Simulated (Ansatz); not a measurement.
Start from GaN in the zinc blende structure (space group F-43m, No. 216; a = 4.4981 Å).

The values are results of Ansatz (a program for electronic structure) PBEsol, no spin-orbit coupling, not measurements.

For the base:

- Electron mass: 0.15 mₑ (at Γ)
- Band gap: 1.70 eV
- Hole mass: 0.16, 0.86, 0.86 mₑ (at Γ)

One thing is altered: a hydrostatic pressure of 30 GPa.

Problem. How does this affect the electron mass?

Solution. The electron mass becomes 0.21 mₑ (at Γ) (base: 0.15 mₑ (at Γ)).

Problem. Predict the new band gap.

Solution. The band gap increases by 0.77 eV (1.70 eV → 2.47 eV).

Problem. What happens to the hole mass?

Solution. The hole mass (degenerate bands, along [100]) changes from 0.16, 0.86, 0.86 mₑ (at Γ) to 0.26, 1.1, 1.1 mₑ (at Γ).

Load acts through the strain it causes; cell and atoms are relaxed under it. Effective masses come from finite differences of ±0.01 Å⁻¹. Stability against distortions was not tested. Tetrahedral semiconductors of this kind turn to denser phases somewhere between about 1 and 50 GPa; those were not computed, so compressed cells here can lie past the real transition. This is not the structure that GaN has at room temperature and ambient pressure.
